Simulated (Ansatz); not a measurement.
# CdS, response to strain

Base system: CdS in the zinc blende structure (space group F-43m, No. 216; a = 5.8242 Å). Axes: x, y, z lie along the cube axes.

Strains are applied to the cell and any free atomic positions relax; under biaxial strain the out-of-plane vector relaxes too.

All numbers come from Ansatz (an electronic-structure program) PBEsol, no SOC.

```csv
case,electron mass,out-of-plane strain,band gap
base,0.11 mₑ (at Γ),–,1.01 eV
"biaxial strain −2.00 %, plane normal [001], relaxed out of plane","0.12 mₑ out of plane, 0.11 mₑ in plane (at Γ)",+2.89 %,0.98 eV
"biaxial strain −1.50 %, plane normal [001], relaxed out of plane","0.12 mₑ out of plane, 0.11 mₑ in plane (at Γ)",+2.18 %,0.99 eV
"biaxial strain −1.00 %, plane normal [001], relaxed out of plane",0.11 mₑ (at Γ),+1.46 %,1.00 eV
"biaxial strain −0.50 %, plane normal [001], relaxed out of plane",0.11 mₑ (at Γ),+0.74 %,1.00 eV
"biaxial strain +0.50 %, plane normal [001], relaxed out of plane",0.11 mₑ (at Γ),-0.74 %,0.98 eV
"biaxial strain +1.00 %, plane normal [001], relaxed out of plane",0.11 mₑ (at Γ),-1.49 %,0.95 eV
"biaxial strain +1.50 %, plane normal [001], relaxed out of plane",___,___,___
"biaxial strain +2.50 %, plane normal [001], relaxed out of plane","0.10 mₑ out of plane, 0.11 mₑ in plane (at Γ)",-3.80 %,0.87 eV
"biaxial strain +3.00 %, plane normal [001], relaxed out of plane","0.10 mₑ out of plane, 0.11 mₑ in plane (at Γ)",-4.59 %,0.85 eV
```

Task: Complete the table.

Result: 
- biaxial strain +1.50 %, plane normal [001], relaxed out of plane, electron mass: 0.11 mₑ out of plane, 0.11 mₑ in plane (at Γ)
- biaxial strain +1.50 %, plane normal [001], relaxed out of plane, out-of-plane strain: -2.26 %
- biaxial strain +1.50 %, plane normal [001], relaxed out of plane, band gap: 0.93 eV

Effective masses come from finite differences of ±0.01 Å⁻¹. Whether these cells are dynamically stable was not tested.
